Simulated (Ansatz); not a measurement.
Cost and result by functional for the adsorption energy of Br on the 1x1 (0001) surface of hcp Ru, one in a 2x2 cell, started at the site 'bridge Ru-Ru (span 2.7 Å)', in Ansatz (plane waves, PAW). Single points on the PBE structure, on one kind of machine; costs are rough ratios of the slab run's core time (references not counted) to the cheapest single point. r2SCAN's cost holds its higher cutoff (500 against 420 eV). Differences are taken against r2SCAN for comparison alone: no measured value is at hand, so the table doesn't rank accuracy.

Set-up: 17 atoms, 6.3 Å thick at the start under the adsorbate (thin: gaps and levels are the slab's own); mesh 6x6x1; 0.1 eV smearing; dipole correction on; 8 atoms held, the rest relaxed; symmetry of the start imposed; no spin, no spin-orbit, no U, no dispersion correction. At the end it is bonded to 3 Ru. In PBE it is, or lies within 0.03 eV of, the lowest of the starts that converged. These notes are the PBE run's. Adsorption energies are against ½ Br2(g). A negative adsorption energy means that the adsorbate is more stable on the surface than in its reference.

| functional | relative cost | adsorption energy (eV) | less r2SCAN (eV) |
|---|---|---|---|
| RPBE | 1 | -1.97 | 0.60 |
| r2SCAN | 2 | -2.57 | 0.00 |
| PBE (the relaxed run's value) | – | -2.25 | 0.32 |

The values span 0.60 eV, while the single points' costs differ by a factor of roughly 2. Differences are of unrounded values.

Ansatz is an electronic-structure program.
